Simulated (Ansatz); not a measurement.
The starting structures come from a database of crystals and need not be the phases stable at ambient conditions.

 Where the default PAW files enter, the runs use the earlier of Ansatz's two default sets.

Inside the gap of an insulator the Bloch states are evanescent, with a wavenumber k + iκ along the transport direction.

Consider the following.

```
CELL_PARAMETERS angstrom
      5.29591     0.00000     0.00000
      0.14996     5.29378     0.00000
      0.10006     0.09726     7.45661
ATOMIC_POSITIONS crystal
  La 0.27185 0.20019 0.30596
  La 0.72815 0.79981 0.69404
  La 0.79981 0.72815 0.19404
  La 0.20019 0.27185 0.80596
  Be 0.74798 0.31238 0.53013
  Be 0.25202 0.68762 0.46987
  Be 0.68762 0.25202 0.96987
  Be 0.31238 0.74798 0.03013
  O  0.75296 0.24704 0.75000
  O  0.24704 0.75296 0.25000
  O  0.50000 0.50000 0.50000
  O  0.50000 0.50000 0.00000
  O  0.94374 0.25616 0.08400
  O  0.05626 0.74384 0.91600
  O  0.74384 0.05626 0.41600
  O  0.25616 0.94374 0.58400
  O  0.00000 0.50000 0.50000
  O  0.50000 0.00000 0.00000
```

Space group of this cell: C2/c. The cell is taken as given; by r2SCAN its mean pressure is -2.3 GPa.

Transport runs along the normal of the first two printed cell vectors.

No gap correction and no spin-orbit coupling; mid-gap values are interpolated between computed energies.

### Question
State the band gap and the smallest decay constant κ at mid-gap according to r2SCAN (Ansatz, a program for electronic structure).

### Answer
Gap 4.49 eV on a 6×6×4 mesh; κ = 0.402 1/Å, at the zone centre.
